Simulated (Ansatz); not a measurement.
The parent structure is SnTe in the rock salt structure (space group Fm-3m, No. 225).

```xyz
2
Lattice="0.0000 3.1848 3.1848 3.1848 0.0000 3.1848 3.1848 3.1848 0.0000" Properties=species:S:1:pos:R:3 pbc="T T T"
Sn     0.0000     0.0000     0.0000
Te     3.1848     3.1848     3.1848
```

Cartesian axes are those of the cell as printed.

Method: r2SCAN (Ansatz, a quantum-chemistry and plane-wave program), scalar-relativistic without spin-orbit coupling.

One thing is altered: every lattice vector is stretched by 1.00 %, atoms relaxed at fixed cell.

Problem. Predict the stress tensor and what it implies for the stiffness.

Solution. Stress of the strained cell less that of the base (GPa, compression positive):
```
  -1.23    0.00    0.00
   0.00   -1.23    0.00
   0.00    0.00   -1.23
```

Then B = −ΔP/(ΔV/V₀) with ΔV/V₀ = 0.0303 gives secant stiffness values (nonlinear terms included at this strain): B ≈ 41 GPa.

No phonon test of stability was made.
